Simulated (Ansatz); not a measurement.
The parent structure is Rb in the bcc (W type) structure (space group Im-3m, No. 229).

Rb is modelled in the cubic space group Im-3m (No. 229), the bcc (W type) structure, Pearson symbol cI2. Lattice parameters: a = 5.671 Å, b = 5.671 Å, c = 5.671 Å, α = 90.00°, β = 90.00°, γ = 90.00°. Rb on 2a is surrounded by 8 Rb at 4.911 Å and 6 Rb at 5.671 Å. (Neighbours: up to the widest gap in distance over summed covalent radii, below 1.35, at either atom.)
(The calculation used a cell of 1 atom; values per cell refer to that cell.)

The values are results of PBE (Ansatz, a quantum-chemistry and plane-wave program; PAW; 420 eV plane waves; without spin-orbit coupling), not measurements.

For the base:

| Property | Result |
|---|---|
| Lattice parameter a | 10.716 bohr |

Perturbation: cell and atoms relaxed at a pressure of 4.5 GPa.

**Question.** What does the calculation give for the lattice parameter a after the change?

**Answer.** The lattice parameter a decreases by 1.873 bohr to 8.843 bohr.

Load acts through the strain it causes; cell and atoms are relaxed under it. No phonon test of stability was made. All final runs are without spin polarisation.
